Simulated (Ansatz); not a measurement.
Consider InSb in the zinc blende structure (space group F-43m, No. 216; a = 6.556 Å). Axes: x, y, z lie along the cube axes.

The values are results of r2SCAN (Ansatz, a program for electronic structure), spin-orbit coupling left out, not measurements.

Strains are applied to the cell and any free atomic positions relax; under biaxial strain the out-of-plane vector relaxes too.

One change was made to it. Results:

The pressure (mean of the normal stresses, compression positive) goes from zero to 0.6 GPa; the volume per atom drops by 0.477 Å³ to 34.75 Å³; the energy increases by 1.9 meV/atom.

### Question
What was done to the base?
(A) uniaxial strain ε_xx = −4.28 %
(B) biaxial strain −0.27 %, plane normal [001], relaxed out of plane
(C) biaxial strain −0.96 %, plane normal [111], relaxed out of plane
(D) tensor shear ε_yz = +0.66 %
(E) uniaxial strain ε_yy = +1.10 %

### Answer
C, biaxial strain −0.96 %, plane normal [111], relaxed out of plane. For comparison, the volume per atom in the other runs: uniaxial strain ε_yy = +1.10 % gives 35.61 Å³; uniaxial strain ε_xx = −4.28 % gives 33.71 Å³; biaxial strain −0.27 %, plane normal [001], relaxed out of plane gives 35.13 Å³; tensor shear ε_yz = +0.66 % gives 35.22 Å³.

No phonon test of stability was made. The final runs are not spin-polarised. Gaps under 0.05 eV, about the width of the smearing, are given as zero.
